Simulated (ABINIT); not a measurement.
Worked example: self-consistent single point of ZnSe (F-43m, 2 atoms in the cell) in ABINIT.

Computed with Wu-Cohen GGA, PAW (JTH v2.0 PBE PAW, files made for PBE) (plane waves; ABINIT).

```
CELL_PARAMETERS angstrom
      0.00000     2.87776     2.87776
      2.87776     0.00000     2.87776
      2.87776     2.87776     0.00000
ATOMIC_POSITIONS crystal
  Zn 0.00000 0.00000 0.00000
  Se 0.75000 0.75000 0.75000
```

Reference input (self-consistent single point, DFT, PBE, plane waves, PAW (JTH v2.0 PBE PAW)): pseudos = [Zn.GGA_PBE-JTH.xml, Se.GGA_PBE-JTH.xml]; ecut = 60 Ry; pawecutdg = 120 Ry; pawxcdev = 0; ixc = 11; occopt = 1; ngkpt = 8 8 8; nshiftk = 1; shiftk = 0.5 0.5 0.5; potentials = JTH v2.0 PBE PAW; nband = 11; kptopt = 1. This run's input differs from it in these lines:

```diff
@@ -19,3 +19,3 @@
 pawxcdev 0
-ixc 11
+ixc 23
 occopt 1
```

Output, abridged:

```
--- !BeginCycle
solver: {iscf: 17, nstep: 60, nline: 4, wfoptalg: 10, }
tolerances: {tolvrs: 1.00E-11, }
...

     iter   Etot(hartree)      deltaE(h)  residm     nres2
 ETOT  1  -73.276650347055    -7.328E+01 5.657E+00 5.346E+00
 ETOT  2  -74.015360592583    -7.387E-01 8.565E-01 4.829E+00
 ETOT  3  -74.001399563202     1.396E-02 1.659E-01 1.980E+00
 ETOT  4  -73.999243026131     2.157E-03 6.025E-02 4.198E-01
 ETOT  5  -73.998681296740     5.617E-04 1.241E-02 7.547E-02
   [... 14 lines left out ...]
 ETOT 20  -73.998739978629     2.842E-14 1.452E-06 1.705E-09
 ETOT 21  -73.998739978632    -2.885E-12 1.777E-05 2.779E-11
 ETOT 22  -73.998739978632    -4.263E-13 4.115E-07 1.912E-11
 ETOT 23  -73.998739978633    -4.690E-13 4.260E-06 1.743E-12
 At SCF step   23       nres2   =  1.74E-12 < tolvrs=  1.00E-11 =>converged.

 Cartesian components of stress tensor (hartree/bohr^3)
  sigma(1 1)=  1.22610096E-04  sigma(3 2)=  0.00000000E+00
  sigma(2 2)=  1.22610096E-04  sigma(3 1)=  0.00000000E+00
  sigma(3 3)=  1.22610096E-04  sigma(2 1)=  0.00000000E+00

 ----iterations are completed or convergence reached----

 reduced coordinates (array xred) for    2 atoms
       0.000000000000      0.000000000000      0.000000000000
       0.750000000000      0.750000000000      0.750000000000
 cartesian forces (eV/Angstrom) at end:
    1      0.00000000000000     0.00000000000000    -0.00000000000000
    2     -0.00000000000000    -0.00000000000000     0.00000000000000
 frms,max,avg= 9.5222668E-30 1.4918525E-29   0.000E+00  0.000E+00  0.000E+00 e/A
   [... lines left out ...]
 Fermi (or HOMO) energy (hartree) =   0.07193   Average Vxc (hartree)=  -0.33826
   [... lines left out ...]
local_psp           : -7.69285669710552E+01
total_energy        : -7.39987398116348E+01
total_energy_eV     : -2.01360811417066E+03
...

-Cartesian components of stress tensor (GPa)         [Pressure= -3.6073E+00 GPa]
- sigma(1 1)=  3.60731295E+00  sigma(3 2)=  0.00000000E+00
- sigma(2 2)=  3.60731295E+00  sigma(3 1)=  0.00000000E+00
- sigma(3 3)=  3.60731295E+00  sigma(2 1)=  0.00000000E+00

 Calculation completed.
```

The run converged in 23 iterations. Against the reference run the pressure goes from -0.67 to -3.61 GPa and the gap on the mesh goes from 1.562 to 1.437 eV.

The starting cell comes from a database of computed structures (which also holds hypothetical and non-ambient phases and stackings), without a prior relaxation at this level. Its lattice was rescaled by a random factor within 2.5 % of one. The potentials were made for another functional than the one used. With a pressure of about -4 GPa the cell is away from its equilibrium volume at this level. The shifted mesh does not hold Γ, so a gap read on it misses any band edge there.

Cost on one core of a shared machine: roughly 3 min.
